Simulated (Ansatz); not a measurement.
Cubic perovskite KZnF3 was calculated with LDA (Ansatz, a quantum-chemistry and plane-wave program, plane waves, PAW).

Run with plane-wave cutoff 520 eV, 8×8×8 k mesh, perturbation theory, force constants from a 4×4×4 q mesh, scalar-relativistic PAW data made under PBE.

Computed at the level's own relaxed cell. Harmonic vibrational thermodynamics at fixed volume:

```csv
T (K),S_vib (J/K per mol of atoms),C_V (J/K per mol of atoms),F_vib (eV/atom)
0,0.00,0.00,0.0402
100,9.26,13.56,0.0368
400,36.27,23.38,-0.0401
500,41.55,23.91,-0.0805
700,49.68,24.40,-0.1755
900,55.84,24.61,-0.2851
1000,58.44,24.67,-0.3443
```

The crystal is taken as a harmonic solid at every temperature: melting, phase changes and thermal expansion are not seen.
